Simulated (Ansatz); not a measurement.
Take TiC in the rock salt structure (space group Fm-3m, No. 225; a = 4.3329 Å) as the base.

(Cell as relaxed with PBE.)

Levels (all Ansatz, a quantum-chemistry and plane-wave program, PAW): PBE (420 eV, spin-orbit coupling left out); PBEsol (420 eV, scalar-relativistic without spin-orbit coupling).

Each level relaxes its own structure.

```
base                      PBE    PBEsol
-------------------  --------  --------
volume per atom      10.17 Å³   9.89 Å³
lattice parameter a  433.3 pm  429.3 pm
band gap                 zero      zero
```

Perturbation: cell and atoms relaxed at a pressure of 3 GPa.

```
quantity                  PBE  PBEsol
-------------------  --------  ------
lattice parameter a  431.6 pm     ___
band gap                 zero     ___
```

Task: Given the PBE results, estimate those of PBEsol.

Result: 
- lattice parameter a, PBEsol: 427.8 pm
- band gap, PBEsol: zero

PBE's lattice parameter a lies 3.85 pm above PBEsol's (0.9 %); the two agree on the band gap. Neither level is exact; PBEsol is the comparison here, not a measurement.

Load acts through the strain it causes; cell and atoms are relaxed under it. No phonon test of stability was made. The base started in Pnma and relaxed to Fm-3m at this level. All final runs are without spin polarisation.
